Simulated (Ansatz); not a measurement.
**Pressure series in Sn**

Start from Sn (space group I4_1/amd, No. 141; a = 5.886 Å, c = 3.184 Å).

Cell and atoms are relaxed at each pressure.

The values are results of plane-wave PAW DFT at the r2SCAN level (Ansatz, a quantum-chemistry and plane-wave program, 500 eV), scalar-relativistic without spin-orbit coupling, not measurements.

Two rows of this table had their results exchanged by mistake.

| pressure | volume per atom (Å³) | shortest distance (Å) | band gap |
|---|---|---|---|
| pressure −2 GPa | 28.73 | 3.087 | zero |
| pressure −1 GPa | 28.11 | 3.065 | zero |
| pressure 3 GPa | 17.45 | 2.619 | zero |
| pressure 7 GPa | 24.92 | 2.945 | zero |
| pressure 15 GPa | 23.05 | 2.871 | zero |
| pressure 30 GPa | 20.82 | 2.777 | zero |
| pressure 50 GPa | 18.97 | 2.693 | zero |
| pressure 75 GPa | 26.24 | 2.996 | zero |
| pressure 100 GPa | 16.35 | 2.563 | zero |

Task: Which two?

Result: The rows for pressure 3 GPa and pressure 75 GPa: the volume has to fall steadily with pressure, so 26.24 Å³ belongs to pressure 3 GPa and 17.45 Å³ to pressure 75 GPa.

Load acts through the strain it causes; cell and atoms are relaxed under it. Whether these cells are dynamically stable was not tested. Measured, Sn leaves this structure (for a body-centred tetragonal phase) near 8 GPa (temperature not stated; as listed in Olga Degtyareva, NATO science for peace and security series. B, Physics and biophysics (2010)).
